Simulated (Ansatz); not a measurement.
Start from C in the diamond structure (space group Fd-3m, No. 227; a = 3.560 Å). Axes: x, y, z lie along the cube axes.

The values are results of r2SCAN (Ansatz, a first-principles code; PAW; 500 eV plane waves; no spin-orbit coupling), earlier PAW set, not measurements.

For the base:

| Property | Result |
|---|---|
| Smallest direct gap | 5.89 eV |
| Pressure | 0.00 GPa |
| Valley order | a point along ⟨100⟩, about 1.3 Å⁻¹ from Γ 4.36 eV |

The change: the symmetric strain tensor [0.0134 0.0042 -0.0094; 0.0042 -0.0036 0.0010; -0.0094 0.0010 -0.0112], atoms relaxed at fixed cell.

Q: Predict the new smallest direct gap, pressure, energy relative to the base and valley order.

A: The smallest direct gap falls by 0.47 eV (5.89 eV → 5.42 eV); the pressure (mean of the normal stresses, compression positive) goes from zero to 0.94 GPa; the energy rises by 9.9 meV/atom; the valley order (the lowest conduction-band minima on the path, energy above the VBM, named in the base's zone) goes from a point along ⟨100⟩, about 1.3 Å⁻¹ from Γ 4.36 eV to a point along [001], about 1.3 Å⁻¹ from Γ 3.93 eV; a point along [010], about 1.3 Å⁻¹ from Γ 4.09 eV; a point along [100], about 1.3 Å⁻¹ from Γ 4.54 eV; Γ 5.42 eV.

Gaps are read on the SCF mesh and a high-symmetry path. Stability against distortions was not tested.
